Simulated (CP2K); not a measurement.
Band structure of NiAl (Pm-3m, 2 atoms in the cell).

```xyz
2
Lattice="2.8900 0.0000 0.0000 0.0000 2.8900 0.0000 0.0000 0.0000 2.8900" Properties=species:S:1:pos:R:3 pbc="T T T"
Al     1.4450     1.4450     1.4450
Ni     0.0000     0.0000     0.0000
```

Computed with PBE, GPW, DZVP-MOLOPT-SR-GTH basis, GTH-PBE potentials (GTH_POTENTIALS) (CP2K).

Settings: CUTOFF = 600 Ry; REL_CUTOFF = 60 Ry; SMEAR/METHOD = FERMI_DIRAC; ELECTRONIC_TEMPERATURE = 1160.45 K; KPOINTS/SCHEME = MONKHORST-PACK 9 9 9; XC_FUNCTIONAL = PBE; Al/BASIS_SET = DZVP-MOLOPT-SR-GTH-q3; Al/POTENTIAL = GTH-PBE-q3; Ni/BASIS_SET = DZVP-MOLOPT-SR-GTH-q18; Ni/POTENTIAL = GTH-PBE-q18; METHOD = GPW; EPS_DEFAULT = 1e-10; EXTRAPOLATION = USE_GUESS; NGRIDS = 5.

The starting cell has typed, rounded lattice constants, without a prior relaxation at this level. Spin polarisation is off. Values carry the incompleteness of an atom-centred basis.

Levels in eV from the Fermi level, bands 7 to 12:
```csv
point,7,8,9,10,11,12
Γ,-3.20,-1.52,-1.52,-1.52,5.49,5.49
X,-2.70,-2.21,-2.21,-1.43,-0.64,8.32
M,-2.92,-2.92,-2.05,-2.05,-1.00,1.42
R,-4.08,-0.97,-0.97,1.99,1.99,1.99
```

Bands cross the Fermi level along this path, so the cell is metallic at this level.

Higher empty bands are left out: an atom-centred basis made for the valence describes them poorly.
